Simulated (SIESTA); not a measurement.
Worked example: self-consistent single point of ZrRh₃ (P1, 4 atoms in the cell) in SIESTA.

Method of the run: SIESTA with LDA PW92, numerical atomic orbitals DZP, PseudoDojo LDA standard norm-conserving potentials (rewritten from UPF to PSML).

The change in words: atoms moved at random. Reference geometry:
```xyz
4
Lattice="3.9341 0.0000 0.0000 0.0000 3.9341 0.0000 0.0000 0.0000 3.9341" Properties=species:S:1:pos:R:3 pbc="T T T"
Zr     0.0000     0.0000     0.0000
Rh     1.9671     1.9671     0.0000
Rh     0.0000     1.9671     1.9671
Rh     1.9671     0.0000     1.9671
```

Reference input (self-consistent single point, DFT, LDA PW92, numerical atomic orbitals DZP, PseudoDojo LDA standard norm-conserving potentials (rewritten from UPF to PSML)): XC.functional = LDA; XC.authors = PW92; potentials = PseudoDojo LDA standard; PAO.BasisSize = DZP; PAO.EnergyShift = 0.005 Ry; MeshCutoff = 300 Ry; kgrid.MonkhorstPack = 6 6 6; OccupationFunction = FD; ElectronicTemperature = 580.23 K; MaxSCFIterations = 150; SCF.Mixer.Method = Pulay; SCF.Mixer.Weight = 0.1. This run's input differs from it in these lines:

```diff
@@ -18,6 +18,6 @@
 %block AtomicCoordinatesAndAtomicSpecies
-     0.000000000    0.000000000    0.000000000  1
-     1.967055000    1.967055000    0.000000000  2
-     0.000000000    1.967055000    1.967055000  2
-     1.967055000    0.000000000    1.967055000  2
+    -0.000676667    0.027428615    0.037456661  1
+     1.989691869    1.920762328   -0.001227442  2
+     0.010866012    2.005735170    1.985159774  2
+     1.934224852   -0.019816112    1.912717073  2
 %endblock AtomicCoordinatesAndAtomicSpecies
```

Log, with long lists cut:

```
        iscf     Eharris(eV)        E_KS(eV)     FreeEng(eV)     dDmax    Ef(eV) dHmax(eV)
   scf:    1   -10859.146572   -10935.720407   -10935.741642  1.178098 -3.894334 14.141441
   scf:    2   -10963.264012   -10952.312621   -10952.337510  0.434681 -4.633313  7.259174
   scf:    3   -10957.907518   -10956.616119   -10956.645997  0.358232 -5.126165  3.669418
   scf:    4   -10957.741814   -10957.268650   -10957.297520  0.183386 -5.397693  1.028726
   scf:    5   -10957.352179   -10957.316118   -10957.344827  0.043480 -5.471840  0.366741
   [... 4 lines left out ...]
   scf:   10   -10957.324230   -10957.324216   -10957.352654  0.000789 -5.529148  0.001947
   scf:   11   -10957.324198   -10957.324207   -10957.352655  0.000079 -5.529294  0.001267
   scf:   12   -10957.324156   -10957.324182   -10957.352656  0.000303 -5.529881  0.000206
   scf:   13   -10957.324182   -10957.324182   -10957.352656  0.000004 -5.529889  0.000140
SCF Convergence by DM+H criterion
max |DM_out - DM_in|         :     0.0000038103
max |H_out - H_in|      (eV) :     0.0001399002
SCF cycle converged after 13 iterations

Using DM_out to compute the final energy and forces

siesta: E_KS(eV) =           -10957.3242

siesta: E_KS - E_eggbox =    -10957.3242

siesta: Atomic forces (eV/Ang):
     1   -0.051417   -0.272271   -0.510545
     2   -0.231209    0.571933   -0.164492
     3   -0.137676   -0.412771   -0.081050
     4    0.418995    0.119019    0.755517
   Tot   -0.001306    0.005911   -0.000571
   Max    0.755517
   Res    0.376551    sqrt( Sum f_i^2 / 3N )
   Max    0.755517    constrained

Stress tensor Voigt[x,y,z,yz,xz,xy] (kbar):       80.30       82.22       83.72        3.46       -2.71       -1.72
(Free)E + p*V (eV/cell)   -10960.4722
   [... lines left out ...]
siesta: FreeEng =    -10957.352656
   [... lines left out ...]
siesta:     0.050121   -0.001071   -0.001690
siesta:    -0.001071    0.051321    0.002159
siesta:    -0.001690    0.002159    0.052257

siesta: Cell volume =         60.889092 Ang**3

siesta: Pressure (static):
siesta:                Solid            Molecule  Units
siesta:          -0.00055800         -0.00066956  Ry/Bohr**3
siesta:          -0.05123289         -0.06147585  eV/Ang**3
siesta:         -82.08414517        -98.49516590  kBar
```

The run converged in 13 iterations. Against the reference run the free energy goes up by 16.6 meV/atom, the pressure goes from -9.21 to -8.21 GPa and the largest force goes from 0.000 to 0.872 eV/Å.

The starting cell comes from a database of computed structures (which also holds hypothetical and non-ambient phases and stackings), without a prior relaxation at this level. For this run, on top of that: atoms moved at random. Spin polarisation is off. Values carry the incompleteness of an atom-centred basis. With a pressure of about -8 GPa the cell is away from its equilibrium volume at this level.

Cost on one core of a shared machine: roughly 40 s.
